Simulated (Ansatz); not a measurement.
**PbI2 in the CdI2 type structure (space group P-3m1, No. 164)**

```xyz
3
Lattice="4.5585 0.0000 0.0000 -2.2792 3.9478 0.0000 0.0000 0.0000 6.9752" Properties=species:S:1:pos:R:3 pbc="T T T"
Pb     0.0000     0.0000     0.0000
I      0.0000     2.6318     1.8894
I      2.2792     1.3159     5.0858
```

All numbers come from Ansatz (a first-principles code) PBE-D3(BJ), no SOC. Settings: 8×8×5 k-points, 0.05 eV Fermi–Dirac smearing.

```json
{
 "volume_per_atom": "41.84 Å³",
 "density": "6.10 g/cm³",
 "band_gap": "2.18 eV, direct at A",
 "electron_mass": "1.0 mₑ along k, 0.23 mₑ across",
 "hole_mass": "0.59 mₑ along k, 0.74 mₑ across",
 "total_energy": "-8978.367 eV/atom (σ→0; compares only within this code and set-up)"
}
```

Spin-orbit coupling, missing from the scalar runs, can matter with I and Pb. Effective masses come from finite differences of ±0.01 Å⁻¹. Along k means along the line from Γ to the band edge. No phonon test of stability was made.
